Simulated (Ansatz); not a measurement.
## fluorite-type CoSi2 (0 0 1) on polar orthorhombic HfO2 (0 1 0) (film strained to the substrate, faces as cut)

A periodic stack without vacuum, fluorite-type CoSi2 (0 0 1) on polar orthorhombic HfO2 (0 1 0) (film strained to the substrate, faces as cut): substrate slab O20Hf8, film Co8Si16, surface cells [[0, -1], [1, 0]] and [[0, -1], [2, 1]], film strained by -4.8 and -1.2 %, faces O/O and Si/Co as cut (like faces can put a slab off its formula).

The start was prepared with a machine-learned potential, and the result is one local minimum, with the in-plane cell held and forces under 0.04 eV/Å; the film can end far from its bulk form.

Calculation: PBE (plane waves to 420 eV, PAW; Ansatz, an electronic-structure program). Spin–orbit coupling is left out; the runs are not spin-polarised; PBE gaps are too small against experiment. Its k-point mesh 5×5×1, Fermi–Dirac width 0.05 eV.

```
Quantity                                                                                   Result
--------------------------------------------------------------------------------  ---------------
interface area                                                                            27.0 Å²
period                                                                                    22.71 Å
gaps between the outermost planes at the two interfaces                           0.74 and 1.07 Å
O–Si contacts across the interfaces within 1.22 times the sum of covalent radii    7, mean 1.78 Å
Co–O contacts across the interfaces within 1.22 times the sum of covalent radii    6, mean 2.05 Å
Co–Hf contacts across the interfaces within 1.22 times the sum of covalent radii   6, mean 3.37 Å
Hf–Si contacts across the interfaces within 1.22 times the sum of covalent radii   2, mean 3.27 Å
```

```
CELL_PARAMETERS angstrom
      5.09178     0.00437     0.33725
      0.00691     5.29056    -0.19670
     -0.14111    -1.76228    22.82766
ATOMIC_POSITIONS crystal
  O  0.21244 0.14903 0.05339
  O  0.71092 0.29967 0.05186
  O  0.59925 0.77086 0.02999
  O  0.09909 0.65677 0.03148
  Hf 0.37674 0.49818 0.08204
  Hf 0.87483 0.97990 0.08176
  Hf 0.88832 0.56050 0.19458
  Hf 0.39327 0.03822 0.19438
  O  0.22905 0.25297 0.27398
  O  0.72611 0.40337 0.27204
  O  0.63737 0.87707 0.25571
  O  0.13090 0.76515 0.26052
  O  0.62523 0.72087 0.14299
  O  0.12214 0.82955 0.14583
  O  0.21996 0.36106 0.16255
  O  0.71790 0.20738 0.16039
  Hf 0.40222 0.60268 0.30776
  Hf 0.89949 0.08893 0.30723
  Hf 0.91314 0.67941 0.41847
  Hf 0.43021 0.14181 0.42058
  O  0.47078 0.45357 0.49851
  O  0.96241 0.43863 0.48964
  O  0.67558 0.94636 0.47903
  O  0.18418 0.87269 0.48872
  O  0.64354 0.84232 0.36748
  O  0.14040 0.94345 0.37438
  O  0.24389 0.46463 0.38692
  O  0.73523 0.32818 0.38425
  Co 0.36858 0.81925 0.73611
  Co 0.86581 0.32170 0.73743
  Co 0.90999 0.74659 0.60859
  Co 0.40264 0.26234 0.61344
  Co 0.31262 0.91898 0.98265
  Co 0.81224 0.46308 0.98229
  Co 0.83508 0.89171 0.85977
  Co 0.33469 0.36921 0.86017
  Si 0.63561 0.03918 0.67620
  Si 0.13390 0.53817 0.67721
  Si 0.13168 0.04069 0.67725
  Si 0.63649 0.54160 0.67595
  Si 0.11591 0.05275 0.56226
  Si 0.71948 0.43479 0.55181
  Si 0.66499 0.98640 0.55532
  Si 0.19199 0.59949 0.53089
  Si 0.57041 0.16799 0.92687
  Si 0.07492 0.66526 0.91896
  Si 0.07004 0.15889 0.92688
  Si 0.57446 0.65459 0.91883
  Si 0.10211 0.10042 0.79713
  Si 0.60042 0.60127 0.79941
  Si 0.60118 0.09971 0.79722
  Si 0.10163 0.60079 0.79933
```
